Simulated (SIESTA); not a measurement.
Worked example: self-consistent single point of NbRu (Pm-3m, 2 atoms in the cell) in SIESTA.

Method of the run: GGA PBEsol, numerical atomic orbitals SZ, PseudoDojo PBEsol standard norm-conserving potentials (rewritten from UPF to PSML) run with SIESTA.

```xyz
2
Lattice="3.1865 0.0000 0.0000 0.0000 3.1865 0.0000 0.0000 0.0000 3.1865" Properties=species:S:1:pos:R:3 pbc="T T T"
Nb     0.0000     0.0000     0.0000
Ru     1.5932     1.5932     1.5932
```

Reference input (self-consistent single point, DFT, GGA PBEsol, numerical atomic orbitals TZP, PseudoDojo PBEsol standard norm-conserving potentials (rewritten from UPF to PSML)): XC.functional = GGA; XC.authors = PBEsol; potentials = PseudoDojo PBEsol standard; PAO.BasisSize = TZP; PAO.EnergyShift = 0.005 Ry; MeshCutoff = 400 Ry; kgrid.MonkhorstPack = 8 8 8; OccupationFunction = MP; OccupationMPOrder = 1; ElectronicTemperature = 580.23 K; MaxSCFIterations = 150; SCF.Mixer.Method = Pulay. This run's input differs from it in these lines:

```diff
@@ -24,3 +24,3 @@
 XC.authors                   PBEsol
-PAO.BasisSize                TZP
+PAO.BasisSize                SZ
 PAO.EnergyShift              0.005 Ry
```

Output, abridged:

```
        iscf     Eharris(eV)        E_KS(eV)     FreeEng(eV)     dDmax    Ef(eV) dHmax(eV)
   scf:    1    -4427.355871    -4439.861564    -4439.861386  0.243995 -2.461254  2.732152
   scf:    2    -4439.754808    -4439.867320    -4439.867937  0.060464 -2.663637  2.233554
   scf:    3    -4439.816379    -4439.900200    -4439.900093  0.065515 -2.853953  1.764772
   scf:    4    -4439.962685    -4439.942384    -4439.942885  0.096048 -3.370741  0.015800
   scf:    5    -4439.942203    -4439.942325    -4439.942851  0.002316 -3.358567  0.042499
   scf:    6    -4439.942407    -4439.942385    -4439.942892  0.001583 -3.368713  0.003263
   scf:    7    -4439.942383    -4439.942384    -4439.942892  0.000129 -3.367895  0.000371
   scf:    8    -4439.942383    -4439.942384    -4439.942892  0.000018 -3.367922  0.000153
mix: Pulay -- inversion failed, > SVD [rank/size] 3 / 7
   scf:    9    -4439.942383    -4439.942383    -4439.942892  0.000006 -3.367903  0.000004
SCF Convergence by DM+H criterion
max |DM_out - DM_in|         :     0.0000057043
max |H_out - H_in|      (eV) :     0.0000041913
SCF cycle converged after 9 iterations

Using DM_out to compute the final energy and forces

siesta: E_KS(eV) =            -4439.9424

siesta: E_KS - E_eggbox =     -4439.9424

siesta: Atomic forces (eV/Ang):
     1   -0.000000   -0.000000   -0.000000
     2   -0.000000   -0.000000   -0.000000
   Tot   -0.000000   -0.000000   -0.000000
   Max    0.000000
   Res    0.000000    sqrt( Sum f_i^2 / 3N )
   Max    0.000000    constrained

Stress tensor Voigt[x,y,z,yz,xz,xy] (kbar):      105.41      105.41      105.41       -0.00       -0.00       -0.00
(Free)E + p*V (eV/cell)    -4442.0715
Target enthalpy (eV/cell)    -4439.9429

siesta: Program's energy decomposition (eV):
siesta: FreeEng =     -4439.942892

   [... lines left out ...]
siesta: Cell volume =         32.354723 Ang**3
siesta:        -105.40547010       -105.40546817  kBar
   [... lines left out ...]

Species: Ru
Atom  Qatom  Qorb
               4s      5s      4py     4pz     4px     4dxy    4dyz    4dz2
               4dxz    4dx2-y2
   2 16.012   2.010   0.881   1.995   1.995   1.995   1.493   1.493   1.328
              1.493   1.328

mulliken: Qtot =       29.000

Mulliken Atomic Populations:
Atom #   charge [q] valence [e]  Species
     1     0.011978   12.988022  Nb
     2    -0.011978   16.011978  Ru
 Total    -0.000000
```

The run converged in 9 iterations. Against the reference run the pressure goes from -10.67 to -10.54 GPa.

The starting cell comes from a database of computed structures (which also holds hypothetical and non-ambient phases and stackings), without a prior relaxation at this level. Spin polarisation is off. Values carry the incompleteness of an atom-centred basis.
